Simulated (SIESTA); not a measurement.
Input and output of a self-consistent single point for In (I4/mmm, 1 atom in the cell) (SIESTA)

Method: SIESTA 5.4.2 with GGA PBE, numerical atomic orbitals DZP, PseudoDojo PBE standard norm-conserving potentials (rewritten from UPF to PSML).

Input:

```
# files in the folder: In.psml (PseudoDojo PBE standard)
SystemName  In
SystemLabel In

NumberOfAtoms                1
NumberOfSpecies              1
%block ChemicalSpeciesLabel
  1 49 In
%endblock ChemicalSpeciesLabel
LatticeConstant              1.0 Ang
%block LatticeVectors
    -1.630550000    1.630550000    2.494146000
     1.630550000   -1.630550000    2.494146000
     1.630550000    1.630550000   -2.494146000
%endblock LatticeVectors
AtomicCoordinatesFormat      Ang
%block AtomicCoordinatesAndAtomicSpecies
     0.000000000    0.000000000    0.000000000  1
%endblock AtomicCoordinatesAndAtomicSpecies

XC.functional                GGA
XC.authors                   PBE
PAO.BasisSize                DZP
PAO.EnergyShift              0.01 Ry
MeshCutoff                   400 Ry
%block kgrid.MonkhorstPack
   14   0   0  0.0
    0  14   0  0.0
    0   0  14  0.0
%endblock kgrid.MonkhorstPack
OccupationFunction           FD
ElectronicTemperature        580.23 K

MaxSCFIterations             150
SCF.Mixer.Method             Pulay
SCF.Mixer.Weight             0.1
SCF.Mixer.History            6
SCF.DM.Tolerance             1.0E-05
Diag.ParallelOverK           true
WriteForces                  true
```

Log, with long lists cut:

```
reinit: Reading from file input.fdf

reinit: System Name: In
reinit: System Label: In

coor:   Atomic-coordinates input format  =     Cartesian coordinates
coor:                                          (in Angstroms)

siesta: Atomic coordinates (Bohr) and species
siesta:      0.00000   0.00000   0.00000  1        1

siesta: System type = bulk

initatomlists: Number of atoms, orbitals, and projectors:      1    18    18

siesta: ******************** Simulation parameters ****************************
redata: Spin configuration                          = none
redata: Time-Reversal Symmetry                      = T
redata: Number of Atomic Species                    =        1
redata: Mesh Cutoff                                 =   400.0000 Ry
redata: Net charge of the system                    =     0.0000 |e|
redata: Min. number of SCF Iter                     =        0
redata: Max. number of SCF Iter                     =      150
redata: SCF convergence failure will abort job
redata: SCF mix quantity                            = Hamiltonian
redata: Mix DM or H after convergence               =   F
redata: Recompute H after scf cycle                 =   F
redata: Mix DM in first SCF step                    =   T
redata: No kicks to SCF
redata: DM Mixing Weight for Kicks                  =     0.5000
redata: Require Harris convergence for SCF          =   F
redata: Harris energy tolerance for SCF             =     0.000100 eV
redata: Require DM convergence for SCF              =   T
redata: DM tolerance for SCF                        =     0.000010
redata: Require EDM convergence for SCF             =   F
redata: EDM tolerance for SCF                       =     0.001000 eV
redata: Require H convergence for SCF               =   T
redata: Hamiltonian tolerance for SCF               =     0.001000 eV
redata: Require (free) Energy convergence for SCF   =   F
redata: (free) Energy tolerance for SCF             =     0.000100 eV
redata: Using DFT-D3 dispersion                     =   F
redata: Using Saved Data (generic)                  =   F
redata: Method of Calculation                       = Diagonalization
redata: Electronic Temperature                      =   580.2300 K
redata: Number of TDED substeps                     =        3
redata: Dynamics option                             = Single-point calculation
redata: Save all siesta data in one NC              =   F
redata: ***********************************************************************

%block SCF.Mixers
  Pulay
%endblock SCF.Mixers

%block SCF.Mixer.Pulay
  # Mixing method
  method pulay
  variant stable

  # Mixing options
  weight 0.1000
  weight.linear 0.1000
  history 6
%endblock SCF.Mixer.Pulay

DM_history_depth set to one: no extrapolation allowed by default for geometry relaxation
Size of DM history Fstack: 1
Total number of electrons:    13.000000
Total ionic charge:    13.000000

* ProcessorY, Blocksize:    1  19

* Orbital distribution balance (max,min):    18    18

k-point displ. along   1 input, could be:     0.00    0.50
k-point displ. along   2 input, could be:     0.00    0.50
k-point displ. along   3 input, could be:     0.00    0.50
 Kpoints in:         1568 . Kpoints trimmed:         1484

siesta: k-grid: Number of k-points = 1484
siesta: k-points from Monkhorst-Pack grid
siesta: k-cutoff (effective) =    22.828 Ang
siesta: k-point supercell and displacements
siesta: k-grid:    14     0     0      0.000
siesta: k-grid:     0    14     0      0.000
siesta: k-grid:     0     0    14      0.000

diag: Algorithm                                     = D&C
diag: Parallel over k                               =   F
diag: Use parallel 2D distribution                  =   F
diag: Parallel block-size                           = 19
diag: Parallel distribution                         =     1 x     1
diag: Used triangular part                          = Lower
diag: Absolute tolerance                            =  0.100E-15
diag: Orthogonalization factor                      =  0.100E-05
diag: Memory factor                                 =  1.0000

superc: Internal auxiliary supercell:     7 x     7 x     9  =     441
superc: Number of atoms, orbitals, and projectors:    441   7938   7938

                        Single-point calculation

superc: Internal auxiliary supercell:     7 x     7 x     9  =     441
superc: Number of atoms, orbitals, and projectors:    441   7938   7938

outcell: Unit cell vectors (Ang):
       -1.630550    1.630550    2.494146
        1.630550   -1.630550    2.494146
        1.630550    1.630550   -2.494146

outcell: Cell vector modules (Ang)   :    3.396785    3.396785    3.396785
outcell: Cell angles (23,13,12) (deg):    122.6256    122.6256     85.5094
outcell: Cell volume (Ang**3)        :     26.5247
new_DM -- step:     1
Initializing Density Matrix...

Attempting to read DM from file... Failed...
DM filled with atomic data:

InitMesh: MESH = 40 x 40 x 32 = 51200
InitMesh: Mesh cutoff (required, used) =   400.000   460.463 Ry

stepf: Fermi-Dirac step function

        iscf     Eharris(eV)        E_KS(eV)     FreeEng(eV)     dDmax    Ef(eV) dHmax(eV)
   scf:    1    -1806.672075    -1807.256406    -1807.259477  0.440047 -3.158263  3.181857
   scf:    2    -1807.375732    -1807.316949    -1807.320053  0.048904 -3.193560  2.697125
   scf:    3    -1807.563994    -1807.463682    -1807.467012  0.245255 -3.384719  0.064439
   scf:    4    -1807.459497    -1807.461944    -1807.465304  0.028861 -3.418962  0.291798
   scf:    5    -1807.464948    -1807.463722    -1807.467051  0.026477 -3.406390  0.001106
   scf:    6    -1807.463722    -1807.463722    -1807.467051  0.000239 -3.406535  0.001876
   scf:    7    -1807.463723    -1807.463723    -1807.467051  0.000162 -3.406438  0.000054
   scf:    8    -1807.463723    -1807.463723    -1807.467051  0.000006 -3.406434  0.000002

SCF Convergence by DM+H criterion
max |DM_out - DM_in|         :     0.0000056400
max |H_out - H_in|      (eV) :     0.0000020156
SCF cycle converged after 8 iterations

Using DM_out to compute the final energy and forces

siesta: E_KS(eV) =            -1807.4637

siesta: E_KS - E_eggbox =     -1807.4637

siesta: Atomic forces (eV/Ang):
     1    0.000000   -0.000000    0.000000
   Tot    0.000000   -0.000000    0.000000
   Max    0.000000
   Res    0.000000    sqrt( Sum f_i^2 / 3N )
   Max    0.000000    constrained

Stress tensor Voigt[x,y,z,yz,xz,xy] (kbar):        0.29        0.29       -9.06        0.19        0.19       -0.06
(Free)E + p*V (eV/cell)    -1807.4203
Target enthalpy (eV/cell)    -1807.4671

siesta: Program's energy decomposition (eV):
siesta: Ebs     =      -202.104556
siesta: Eions   =      2204.465605
siesta: Ena     =       192.988766
siesta: Ekin    =      1134.832418
siesta: Enl     =      -399.929425
siesta: Eso     =         0.000000
siesta: Edftu   =         0.000000
siesta: DEna    =        13.639363
siesta: DUscf   =         0.329901
siesta: DUext   =         0.000000
siesta: Ex      =      -512.028048
siesta: Ec      =       -32.831092
siesta: Exc     =      -544.859140
siesta: Eharris =     -1807.463723
siesta: Etot    =     -1807.463723
siesta: FreeEng =     -1807.467051

siesta: Stress tensor (static) (eV/Ang**3):
siesta:     0.000184   -0.000040    0.000117
siesta:    -0.000040    0.000184    0.000117
siesta:     0.000117    0.000117   -0.005652

siesta: Cell volume =         26.524677 Ang**3

siesta: Pressure (static):
siesta:                Solid            Molecule  Units
siesta:           0.00001918          0.00001918  Ry/Bohr**3
siesta:           0.00176141          0.00176141  eV/Ang**3
siesta:           2.82208285          2.82208285  kBar
```

The run converged in 8 iterations.

The starting cell comes from a database of computed structures (which also holds hypothetical and non-ambient phases and stackings), without a prior relaxation at this level. Its lattice was rescaled by a random factor within 2.5 % of one. Values carry the incompleteness of an atom-centred basis.

Cost on one core of a shared machine: roughly 60 s.
